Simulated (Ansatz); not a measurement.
The starting structures come from a database of crystals and need not be the phases stable at ambient conditions.

 Where the default PAW files enter, the runs use the earlier of Ansatz's two default sets.

Inside the gap of an insulator the Bloch states are evanescent, with a wavenumber k + iκ along the transport direction.

Data:

```xyz
4
Lattice="4.0024 0.0000 0.0000 -2.0012 3.4662 0.0000 0.0000 0.0000 6.5778" Properties=species:S:1:pos:R:3 pbc="T T T"
Al     0.0000     2.3108     0.0045
Al     2.0012     1.1554     3.2934
As     0.0000     2.3108     2.4688
As     2.0012     1.1554     5.7577
```

Space group of this cell: P6_3mc, wurtzite. The cell is taken as given; by LDA its mean pressure is -1.7 GPa.

Transport runs along the normal of the first two printed cell vectors, the (001) plane of the conventional cell.

The gap is the functional's own. No spin-orbit coupling. Mid-gap values are interpolated on the energy grid.

### Question
Estimate the band gap and the smallest decay constant κ at mid-gap that LDA (Ansatz, an electronic-structure program) returns for this system.

### Answer
Gap 1.63 eV on a 12×12×6 mesh; κ = 0.104 1/Å, at the zone centre.
